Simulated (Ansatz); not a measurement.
The reference is GaN in the zinc blende structure (space group F-43m, No. 216; a = 4.498 Å).

Perturbation: a negative pressure, −2 GPa.

Levels (all Ansatz, a quantum-chemistry and plane-wave program, PAW, earlier PAW set): r2SCAN (500 eV, spin-orbit coupling left out); HSE06+SOC (420 eV, with spin-orbit coupling).

The geometry is relaxed with r2SCAN.

| Item | Result |
|---|---|
| r2SCAN lowest conduction level above the VBM at special points | Γ 2.10 eV; X 3.77 eV; L 5.15 eV |
| r2SCAN valence-band top at Γ | 0.00, 0.00, 0.00 eV |

How does going to HSE06+SOC change the lowest conduction level above the VBM at special points and valence-band top at Γ?

The lowest conduction level above the VBM at special points becomes Γ 2.92 eV; X 4.44 eV; L 6.03 eV (r2SCAN: Γ 2.10 eV; X 3.77 eV; L 5.15 eV); the valence-band top at Γ (three highest Kramers pairs, from the VBM) becomes 0.00, 0.00, -0.02 eV (r2SCAN: 0.00, 0.00, 0.00 eV). The threefold valence maximum splits by Δso ≈ 21 meV.

Single points use the geometry relaxed with r2SCAN. Their cutoffs differ, which shifts pressures a little. The spin-orbit shifts are approximate. The levels and masses belong to the bands next to the band gap. Load acts through the strain it causes; cell and atoms are relaxed under it. No phonon test of stability was made. This is not the structure that GaN has at room temperature and ambient pressure.
